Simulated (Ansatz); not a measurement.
Take AlN in the rock salt structure (space group Fm-3m, No. 225; a = 4.045 Å; a model cell, its experimental status unchecked) as the base. Axes: x, y, z lie along the cube axes.

The change: biaxial strain −1.18 %, plane normal [111], relaxed out of plane (Cartesian); in-plane vectors clamped, the third vector and the atoms free.

Levels (all Ansatz, a first-principles code, PAW): PBEsol (420 eV, scalar-relativistic without spin-orbit coupling); r2SCAN (500 eV, without spin-orbit coupling); HSE06 (420 eV, spin-orbit coupling left out).

At the geometry relaxed with PBEsol, these levels gave the following band gaps, in shuffled order: (a) 6.11 eV, (b) 5.55 eV, (c) 4.63 eV.

**Question.** Match each gap to its level.

**Answer.** (a) HSE06; (b) r2SCAN; (c) PBEsol.

Single points use the geometry relaxed with PBEsol. HSE06 gaps are upper bounds (no full band path). Stability against distortions was not tested. The base started in P3_121 and relaxed to Fm-3m at this level. This is not the structure that AlN has at room temperature and ambient pressure.
